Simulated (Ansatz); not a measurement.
**Hypothetical cubic perovskite BaSnSe3: pressure series**

The parent structure is BaSnSe3 in the cubic perovskite structure (space group Pm-3m, No. 221; a = 5.3604 Å; a hypothetical phase, not in the database extracts checked).

Cell and atoms are relaxed at each pressure.

Calculations: Ansatz (a first-principles code) PBE, no spin-orbit coupling.

Notes on the quantities. enthalpy: H = E + PV relative to the base's energy.

```csv
variant,density,shortest interatomic distance,enthalpy
base,5.31 g/cm³,2.680 Å,–
pressure −2 GPa,5.04 g/cm³,2.727 Å,-0.39 eV/atom
pressure −1 GPa,5.19 g/cm³,2.702 Å,-0.19 eV/atom
pressure 0.3 GPa,5.35 g/cm³,2.674 Å,+0.06 eV/atom
pressure 0.7 GPa,5.40 g/cm³,2.666 Å,+0.13 eV/atom
pressure 1.5 GPa,5.49 g/cm³,2.652 Å,+0.28 eV/atom
pressure 3 GPa,5.64 g/cm³,2.627 Å,+0.56 eV/atom
pressure 5 GPa,5.83 g/cm³,2.599 Å,+0.91 eV/atom
pressure 7.5 GPa,6.04 g/cm³,2.568 Å,+1.34 eV/atom
pressure 10 GPa,6.23 g/cm³,2.542 Å,+1.76 eV/atom
```

Load acts through the strain it causes; cell and atoms are relaxed under it. Whether these cells are dynamically stable was not tested. No other phases were tried under pressure. All final runs are without spin polarisation. Many cubic perovskites are stable only at high temperature; tilts and polar distortions were not tested.
